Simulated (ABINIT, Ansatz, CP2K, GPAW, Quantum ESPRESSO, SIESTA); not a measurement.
## One structure in several programs: CsPbBr3 (Pm-3m, 5 atoms in the cell)

Self-consistent single point.

```xyz
5
Lattice="5.8700 0.0000 0.0000 0.0000 5.8700 0.0000 0.0000 0.0000 5.8700" Properties=species:S:1:pos:R:3 pbc="T T T"
Cs     0.0000     0.0000     0.0000
Pb     2.9350     2.9350     2.9350
Br     2.9350     0.0000     2.9350
Br     0.0000     2.9350     2.9350
Br     2.9350     2.9350     0.0000
```

Shared settings, as Ansatz (an electronic-structure program) writes them: kpoints.mp_grid.grid = 3 3 3; scf.occupations.method = fermi_dirac; scf.occupations.width = 0.01 eV. Potentials and cutoffs stand in the table.

```json
[
 {"code": "Ansatz", "model": "LDA (PW92), default PAW files made with PBE", "pressure (GPa)": "-1.50", "cutoff": "420 eV"},
 {"code": "Quantum ESPRESSO", "model": "LDA (PW92), PseudoDojo standard norm-conserving (LDA) pseudopotentials", "pressure (GPa)": "-1.48", "cutoff": "60 Ry"},
 {"code": "GPAW", "model": "LDA (Perdew-Wang 92), GPAW PAW datasets LDA (gpaw-data 1.0.1)", "pressure (GPa)": "-1.54", "cutoff": "550 eV"},
 {"code": "CP2K", "model": "LDA (Pade form), GPW, DZVP-MOLOPT-SR-GTH basis, GTH-PADE potentials (GTH_POTENTIALS)", "pressure (GPa)": "-1.56", "cutoff": "grid 500 Ry"},
 {"code": "SIESTA", "model": "LDA PW92, numerical atomic orbitals DZP, PseudoDojo LDA standard norm-conserving potentials (rewritten from UPF to PSML)", "pressure (GPa)": "-2.23", "cutoff": "grid 350 Ry"},
 {"code": "ABINIT", "model": "LDA (PW92), PAW (JTH v2.0 LDA PAW)", "pressure (GPa)": "-1.58", "cutoff": "21 Ha"}
]
```

On Ansatz's run: spin-orbit coupling is off.

The spread over the programs that give each value: pressure within 0.75 GPa.

CP2K and SIESTA use small atom-centred bases, whose incompleteness enters pressures, forces and empty levels differently from a plane-wave cutoff. Ansatz's pressure is given at a fixed set of plane waves, as the other plane-wave codes print theirs.

The shared mesh is coarse (it stands for a supercell whose shortest vector is 18 Å), so the values are not converged in it.

This mesh misses zone-boundary points where a band edge of such crystals can lie, so no gaps are given.

The starting cell has typed, rounded lattice constants, without a prior relaxation at this level.

Left out of this page: FLEUR (not drawn, or without a comparable value).

Keys are those of Ansatz 0.2.
